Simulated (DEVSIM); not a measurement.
Device: illuminated CdTe p-on-n cell, one wavelength, at 300 K.

Layer 1 from the left is CdTe, thickness (μm) 0.310, Na (cm⁻³) 7.2e17, τn (s) 1.6e-11, τp (s) 3.6e-10, absorption coefficient (cm⁻¹) 57000. Layer 2 from the left is CdTe, thickness (μm) 4.40, Nd (cm⁻³) 3.1e15, τn (s) 1.3e-9, τp (s) 3.9e-11, absorption coefficient (cm⁻¹) 57000.

Left contact: ohmic, minority electron recombination velocity 100 cm/s. Right contact: ohmic, minority hole recombination velocity 5e6 cm/s. Voltage is applied to the left contact. Recombination: SRH at mid-gap, radiative, Auger. Light enters at the left, 2.2e16 photons cm⁻² s⁻¹, one pass, no reflection. Mobility is constant in doping.

The device is made up for the run: typed textbook-type constants, with dimensions and the other settings drawn at random. Values at 300 K.

CdTe: gap (eV) 1.5, affinity (eV) 4.28, permittivity 10.2, Nc (cm⁻³) 8e17, Nv (cm⁻³) 1.8e19, μn (cm²/Vs) 1000, μp (cm²/Vs) 80, B (cm³/s) 1e-10, Cn (cm⁶/s) 1e-30, Cp (cm⁶/s) 1e-30.

DEVSIM, 1D drift-diffusion, Boltzmann statistics, complete ionisation; no tunnelling, impact ionisation, image-force lowering or self-heating.

Dark forward current:

```
|V| (V)  |J| (A/cm²)
-------  -----------
0.05        1.646e-9
0.10        6.609e-9
0.15        2.078e-8
0.20        5.984e-8
0.25        1.664e-7
0.30        4.568e-7
0.35        1.250e-6
0.40        3.425e-6
0.45        9.404e-6
0.50        2.592e-5
0.55        7.179e-5
0.60       0.0002000
0.65       0.0005616
0.70        0.001593
0.75        0.004575
0.80         0.01337
0.85         0.04000
0.90          0.1231
0.95          0.3904
1.00           1.261
1.05           3.971
1.10           11.20
1.15           26.48
1.20           52.51
1.25           89.99
1.30           137.8
```

**Question.** Work out the local ideality factor n = ΔV / (kT/q · ln(J2/J1)) between the rows 0.15 and 0.20 V, 0.95 and 1.00 V, 1.25 and 1.30 V.

**Answer.** kT/q = 25.85 mV. From 0.15 to 0.20 V: ln(5.984e-8/2.078e-8) = 1.058, n = 1.83. From 0.95 to 1.00 V: ln(1.261/0.3904) = 1.172, n = 1.65. From 1.25 to 1.30 V: ln(137.8/89.99) = 0.426, n = 4.54; the layers' resistance at their doping, Σ W/(qμN) = 0.00089 Ω cm², would take 43 mV of this step of 50 mV.

**Question.** What current could the absorbed light give at most, and what share is collected?

**Answer.** Σ αd = 26.8, so qΦ(1 − exp(−Σ αd)) = 3.52 mA/cm². The simulated short-circuit current is 2.110 mA/cm², a share of 0.60.

**Question.** Estimate the open-circuit voltage by superposition: the voltage at which the dark current equals that short-circuit current.

**Answer.** Interpolating ln J in the table gives 0.713 V. The simulation gives 0.712 V, the same within the digits that matter. Superposition holds where collection doesn't change with voltage.

**Question.** Estimate the fill factor from FF0 = (v − ln(v + 0.72))/(v + 1), v = qVoc/(nkT), with n from the dark curve.

**Answer.** The rows about Voc, 0.70 and 0.75 V, give n = 1.83, so v = 15.0 and FF0 = 0.766. The simulation gives 0.744; the estimate lies 2.9 % above.
